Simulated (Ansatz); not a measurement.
The parent structure is Hf in the hcp (Mg type) structure (space group P6_3/mmc, No. 194; a = 3.1174 Å, c = 4.9501 Å; relaxed with 0.1 eV smearing). Axes: x lies along a and z along c of the hexagonal cell.

Method: LDA in Ansatz (plane waves to 420 eV, PAW, no SOC).

It is then changed as follows: compressive biaxial strain of 3.00 % in the plane normal to [001], as in epitaxy on a mismatched substrate; the out-of-plane cell vector and the atoms relax.

Q: What happens to the out-of-plane strain?

A: The out-of-plane strain comes out as +2.51 %.

Q: Estimate the effect on the in-plane stress.

A: The mean in-plane stress (compression positive) comes out as +6.5 GPa.

No phonon test of stability was made. The final runs are not spin-polarised.

Ansatz is a program for electronic structure.
